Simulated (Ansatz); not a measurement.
Task: Name crystals whose band gap lies between 0.89 and 1.39 eV and whose electron conductivity mass lies between 0.071 and 0.111 mₑ, by r2SCAN, rigid bands in Ansatz (an electronic-structure program).

Result: Many crystals can fit; among those computed here:
- InP (F-43m): 1.11 eV, 0.089 mₑ
- CdSe (F-43m): 1.10 eV, 0.107 mₑ

Masses are for dilute carriers at 300 K, harmonic means over directions unless an axis is named. Spin-orbit coupling is left out.
